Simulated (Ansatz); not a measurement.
Consider the following.

```xyz
3
Lattice="4.4917 0.0000 0.0000 -2.2459 3.8899 0.0000 0.0000 0.0000 4.9724" Properties=species:S:1:pos:R:3 pbc="T T T"
Se     0.9802     0.0000     4.1436
Se    -0.4901     0.8488     0.8287
Se     1.7558     3.0411     2.4862
```

No spin polarisation.

Level of theory: Ansatz (a program for electronic structure), r2SCAN, PAW, cutoff 500 eV, spin-orbit coupling left out, earlier PAW set. Settings: 9×9×7 k-points, 0.05 eV Fermi–Dirac smearing.

Task: Estimate the gap character.

Result: Indirect, L → H.

Task: Predict the band gap.

Result: 1.35 eV.

The cells carry an imposed strain or load. No phonon test of stability was made. The cell was made from Se (space group P3_121, No. 152; made of chains) by this change: isotropic strain −0.33 %. No dispersion term is included, though the crystal is made of layers, chains or molecules, so its spacings can come out too wide.
